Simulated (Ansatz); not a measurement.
BN under load (space group P6_3mc), Ansatz (a quantum-chemistry and plane-wave program) with r2SCAN, rigid bands. Condition of this run: biaxial stress in the c plane of 9 GPa (compression positive) (the target of the relaxation). Band gap 5.66 eV, N_c = 1.30e19 cm⁻³ and N_v = 4.71e19 cm⁻³ at 300 K, conductivity masses along x (a = (2.52, 0.00, 0.00) Å; b = (-1.26, 2.18, 0.00) Å; c = (0.00, 0.00, 4.21) Å) of 0.494 mₑ (electrons) and 0.795 mₑ (holes). Take k_BT = 0.02585 eV.

### Question
Find the intrinsic carrier density and the intrinsic Fermi level.

### Answer
n_i = √(N_c N_v) exp(−E_g/2k_BT) = 2.47e19 × exp(−109.47) = 7.1e-29 cm⁻³. The level lies (k_BT/2) ln(N_v/N_c) = 17 meV from mid-gap (positive towards the conduction band). Each 0.1 eV added to the gap lowers n_i by a factor of 6.9.

### Question
A film of it is 8 nm thick, with its normal along the direction named. Estimate the confinement energies in an infinite well.

### Answer
ħ²π²/(2m t²) = 0.376 eV·nm²/(m/mₑ × t²) gives 11.9 meV for electrons and 7.39 meV for holes, so the gap would widen to about 5.68 eV. Finite barriers and nonparabolic bands lower this, and with several valleys or bands the heaviest mass along the normal sets the lowest level, not this average.

### Question
What thermal injection velocity √(2k_BT/πm) limits a ballistic channel along the direction named?

### Answer
7.65e6 cm/s for electrons and 6.03e6 cm/s for holes, a ratio of √(m_h/m_e) = 1.27, for dilute carriers.

Rigid bands with the computed gap; masses take one relaxation time for all states. Spin-orbit coupling is left out. Geometry: cell and atoms relaxed with PBEsol.
